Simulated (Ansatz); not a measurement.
## GaAs (space group P4_2/mnm, No. 136; a hypothetical phase, not in the database extracts checked)

```
CELL_PARAMETERS angstrom
      6.91686     0.00000     0.00000
      0.00000     6.91686     0.00000
      0.00000     0.00000     4.00304
ATOMIC_POSITIONS crystal
  Ga 0.32404 0.67596 0.00000
  Ga 0.67596 0.32404 0.00000
  Ga 0.82404 0.82404 0.50000
  Ga 0.17596 0.17596 0.50000
  As 0.31786 0.31786 0.00000
  As 0.68214 0.68214 0.00000
  As 0.18214 0.81786 0.50000
  As 0.81786 0.18214 0.50000
```

Computed with plane-wave PAW DFT at the PBEsol level (Ansatz, a quantum-chemistry and plane-wave program, 420 eV), no SOC. Settings: 5×5×8 k-points, 0.05 eV Fermi–Dirac smearing.

The volume per atom is 23.94 Å³, the density comes out as 5.02 g/cm³ and the band gap is 0.48 eV (uncertain: the edges found on the path are not clean extrema). The total energy is -4278.349 eV/atom (σ→0; compares only within this code and set-up).

No phonon test of stability was made.
